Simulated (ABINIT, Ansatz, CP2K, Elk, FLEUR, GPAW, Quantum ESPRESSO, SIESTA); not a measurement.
**One structure in several programs: KSr3 (Fm-3m, 4 atoms in the cell)**

Self-consistent single point, at a second geometry (lattice scaled by 0.98). First geometry:

```
KSr3
1.0
    0.00000     4.97170     4.97170
    4.97170     0.00000     4.97170
    4.97170     4.97170     0.00000
K Sr
1 3
Direct
  0.00000   0.00000   0.00000
  0.25000   0.25000   0.25000
  0.75000   0.75000   0.75000
  0.50000   0.50000   0.50000
```

Shared settings, as Ansatz (a first-principles code) writes them: kpoints.mp_grid.grid = 5 5 5; scf.occupations.method = fermi_dirac; scf.occupations.width = 0.05 eV. Potentials and cutoffs stand in the table.

```csv
code,model,ΔF from the first geometry (meV/atom),pressure (GPa),cutoff
GPAW,"LDA (Perdew-Wang 92), GPAW PAW datasets LDA (gpaw-data 1.0.1)",-26.6,-1.02,550 eV
CP2K,"LDA (Pade form), GPW, DZVP-MOLOPT-SR-GTH basis, GTH-PADE potentials (GTH_POTENTIALS)",-23.5,-0.81,grid 500 Ry
ABINIT,"LDA (PW92), norm-conserving pseudopotentials (PseudoDojo nc-sr-04 LDA standard)",-27.3,-1.00,36 Ha
SIESTA,"LDA PW92, numerical atomic orbitals TZP, PseudoDojo LDA standard norm-conserving potentials (rewritten from UPF to PSML)",11.1,0.93,grid 350 Ry
Quantum ESPRESSO,"LDA (PZ), GBRV 1.5 ultrasoft (LDA) pseudopotentials",-27.4,-1.20,40 Ry
FLEUR,"LDA (Vosko-Wilk-Nusair), all-electron FLAPW (FLEUR), scalar-relativistic valence",-27.4,–,Kmax 3.8 1/bohr
Ansatz,"LDA (PW92), PAW files made with PBE",-27.3,-1.00,default
Elk,"LDA (PW92), all-electron FP-LAPW, Elk's shipped species files, APW+lo basis with extra local orbitals",-26.5,–,rgkmax 7.5
```

A dash marks a value that a program does not give, or that is left out as unsure.

The spread over the programs that give each value: ΔF from the first geometry within 38.5 meV/atom; pressure within 2.13 GPa.

CP2K and SIESTA use small atom-centred bases, whose incompleteness enters pressures, forces and empty levels differently from a plane-wave cutoff. FLEUR and Elk treat all electrons, but the usual bases taken here (sphere radii, linearisation, local orbitals, empty states) were not tested for convergence, so the values are no reference for the others. Ansatz's pressure is given at a fixed set of plane waves, as the other plane-wave codes print theirs. The same LDA comes in different parametrisations, which differ slightly. In the pressure, SIESTA (by 1.94) lies more than 1 GPa from the median of the plane-wave programs.

The starting cell comes from a database of computed structures (which also holds hypothetical and non-ambient phases and stackings), without a prior relaxation at this level. Its lattice was rescaled by a random factor within 2.5 % of one. For this run, on top of that: lattice scaled by 0.98.

Keys are those of Ansatz 0.2.
